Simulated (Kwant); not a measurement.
System: circular cavity between two wires in a CdTe two-dimensional gas. Effective mass 0.096 mₑ, grid spacing 8.3 nm, hard walls, nominal width 100 nm (13 grid rows, so walls 116.2 nm apart), one parabolic valley, scattering region 620 nm long along x; energies count from the band bottom; Fermi energy swept from 0.00031336 to 0.0047004 eV. Cavity of radius 130 nm, straight part 0 nm, centre moved sideways by 0 nm.

Constants are typed, rounded textbook-type inputs, not results; the design itself was drawn at random and stands for no fabricated device.

Model: effective-mass tight-binding model on a square grid, one spin, coherent transport at 0 K (Kwant). Conductance is in e²/h.

**Question.** How many channels do the leads carry at E = 1.46, 1.86, 3.63 meV?

**Answer.** The hard-wall thresholds are n² ħ²π²/(2mW²) = n² × 0.290 meV with W = 116.2 nm. √(1.46/0.290) = 2.24, so 2. √(1.86/0.290) = 2.53, so 2. √(3.63/0.290) = 3.54, so 3.
